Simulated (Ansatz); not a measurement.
A self-consistent single point of Ti (P-3m1, 2 atoms in the cell) with Ansatz (a quantum-chemistry and plane-wave program).

Method of the run: LDA (PW92), default PAW files made with PBE (plane waves; Ansatz).

```
CELL_PARAMETERS angstrom
      1.46762    -2.54200     0.00000
      1.46762     2.54200     0.00000
      0.00000     0.00000     4.65660
ATOMIC_POSITIONS crystal
  Ti 0.33333 0.66667 0.26074
  Ti 0.66667 0.33333 0.75000
```

Reference input (self-consistent single point, DFT, LDA (PW92), plane waves, default PAW files made with PBE): basis.ecutwfc = 420 eV; kpoints.mp_grid.grid = 13 13 7; hamiltonian.xc = lda; hamiltonian.pseudopotentials = {kind: paw} (the program's default PAW files); scf.occupations.method = fermi_dirac; scf.occupations.width = 0.1 eV. This run's input differs from it in these lines:

Ansatz 0.2 input:
```diff
@@ -12,3 +12,3 @@
 kpoints:
-  mp_grid: { grid: [13, 13, 7] }
+  mp_grid: { grid: [25, 25, 14] }
 hamiltonian:
@@ -17,3 +17,3 @@
 scf:
-  occupations: { method: fermi_dirac, width: 0.1 }
+  occupations: { method: fermi_dirac, width: 0.3 }
 output:
```

Output, abridged:

```
SCF iter   1: F=—  HF=-4900.942949 eV  |F-HF|=—  |Δ(HF+E_count)|=         —  Δρ=5.52e-3  dr2=6.97e-3  ethr=1.77e-3  ⟨swp⟩=5.0  Hψ=133449  notcnv=0
all-band conjugate gradients solve this SCF's bands
automatic band count: the SCF goes on with 24 bands, as 18 were too few: the levels above may hold too much charge
preconditioner: auto → none
SCF iter   2: F=—  HF=-4900.942055 eV  |F-HF|=—  |Δ(HF+E_count)|=   8.94e-4  Δρ=3.45e-3  dr2=3.11e-3  ethr=2.91e-5  ⟨swp⟩=1.0  Hψ=26624  notcnv=0
SCF iter   3: F=—  HF=-4900.941689 eV  |F-HF|=—  |Δ(HF+E_count)|=   3.66e-4  Δρ=2.09e-4  dr2=6.49e-6  ethr=1.29e-5  ⟨swp⟩=1.3  Hψ=20311  notcnv=0
SCF iter   4: F=—  HF=-4900.941687 eV  |F-HF|=—  |Δ(HF+E_count)|=   1.82e-6  Δρ=4.40e-5  dr2=2.76e-7  ethr=2.70e-8  ⟨swp⟩=2.0  Hψ=30818  notcnv=0
SCF iter   5: F=—  HF=-4900.941687 eV  |F-HF|=—  |Δ(HF+E_count)|=   1.04e-7  Δρ=1.52e-5  dr2=2.73e-7  ethr=1.15e-9  ⟨swp⟩=2.0  Hψ=22690  notcnv=0
SCF iter   6: F=-4900.941687 eV  HF=-4900.941687 eV  |F-HF|=3.70e-9  |Δ(HF+E_count)|=   6.49e-8  Δρ=3.87e-6  dr2=5.01e-9  ethr=4.17e-10  ⟨swp⟩=2.3  Hψ=57104  notcnv=0
SCF 1 converged in 6 iterations: F = -4900.941687 eV  dr2 = 5.01e-9
Free energy (F): -4900.941687 eV
Internal energy: -4900.038402 eV  (E = F + TS)
E sigma→0 (E₀):  -4900.490044 eV
Entropy (-TS):   -0.903285 eV (-451.642 meV/atom)
Fermi energy:    12.995148 eV
--- Forces (eV/Å), atoms counted from 1 ---
  atom   1  Ti     0.00000000     0.00000000    -0.17993199
  atom   2  Ti     0.00000000     0.00000000     0.17993199
--- Stress (GPa, compression-positive) ---
       -6.274304       0.000000      -0.000000
       -0.000000      -6.274304       0.000000
       -0.000000       0.000000      -5.380807
  P = ⅓ Tr σ = -5.9765 GPa (-59.765 kbar)
  The stress holds the Pulay correction. Without it, at fixed plane waves, as pw.x and ABINIT print it: P = -6.0094 GPa
```

The run converged in 6 iterations. Against the reference run the free energy drops by 188 meV/atom, the pressure goes from -8.16 to -5.98 GPa and the largest force goes from 0.121 to 0.180 eV/Å.

The starting cell has typed, rounded lattice constants, without a prior relaxation at this level. Its lattice was rescaled by up to half a per cent. One atom was moved a little off its site on purpose. Spin polarisation is off. With a pressure of about -6 GPa the cell is away from its equilibrium volume at this level. Ansatz's pressure includes its estimate of the finite-basis (Pulay) stress.

Cost on one core of a shared machine: roughly 40 s.
